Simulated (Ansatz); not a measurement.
The parent structure is Hf in the hcp (Mg type) structure (space group P6_3/mmc, No. 194; a = 3.2040 Å, c = 5.0726 Å; relaxed with 0.1 eV smearing).

Level of theory: Kohn–Sham DFT with the PBE functional, run in Ansatz (a quantum-chemistry and plane-wave program) with PAW and 420 eV plane waves, scalar-relativistic without spin-orbit coupling.

For the base:

| Item | Result |
|---|---|
| Pressure | 0.0 GPa |
| Band gap | zero |

The change: every lattice vector is stretched by 1.00 %, atoms relaxed at fixed cell.

### Question
Predict the new pressure, energy relative to the base and band gap.

### Answer
The pressure (mean of the normal stresses, compression positive) goes from zero to -3.0 GPa; the energy goes up by 6.6 meV/atom; the band gap stays zero.

The cells carry an imposed strain or load. Whether these cells are dynamically stable was not tested. The final runs are not spin-polarised.
